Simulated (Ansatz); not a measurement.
The reference is Au in the fcc (Cu type) structure (space group Fm-3m, No. 225; a = 4.048 Å; relaxed with 0.1 eV smearing).

Computed with LDA/PAW in Ansatz (a quantum-chemistry and plane-wave program), without spin-orbit coupling.

For the base:

Pressure: 0.0 GPa

Now apply this change: an isotropic linear strain of −3.00 %, atoms relaxed at fixed cell.

Problem. What does the calculation give for the energy relative to the base after the change?

Solution. The energy goes up by 94 meV/atom.

Problem. What happens to the pressure?

Solution. The pressure goes from zero to 23.0 GPa.

No phonon test of stability was made.
